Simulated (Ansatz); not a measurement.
Start from Cu in the fcc (Cu type) structure (space group Fm-3m, No. 225; relaxed with 0.1 eV smearing).

```yaml
crystal:
  lattice:
    - [0.00000, 1.81494, 1.81494]
    - [1.81494, 0.00000, 1.81494]
    - [1.81494, 1.81494, 0.00000]
  atoms:
    - { symbol: Cu, position: [0.00000, 0.00000, 0.00000] }
```

Cartesian axes are those of the cell as printed.

The values are results of Ansatz (an electronic-structure program) PBE, scalar-relativistic without spin-orbit coupling, not measurements.

Now apply this change: the cell is scaled by 1.0250 in all directions; the atoms relax in the strained cell.

### Question
Predict the stress tensor and what it implies for the stiffness.

### Answer
Stress of the strained cell less that of the base (GPa, compression positive):
```
   -8.7     0.0     0.0
    0.0    -8.7     0.0
    0.0     0.0    -8.7
```

Then B = −ΔP/(ΔV/V₀) with ΔV/V₀ = 0.0769 gives secant stiffness values (nonlinear terms included at this strain): B ≈ 113 GPa.

As a check, the harmonic strain energy −½ V₀ Δσ:ε is 24 meV/atom; the computed energy rise is 27 meV/atom.

Stability against distortions was not tested. All final runs are without spin polarisation.
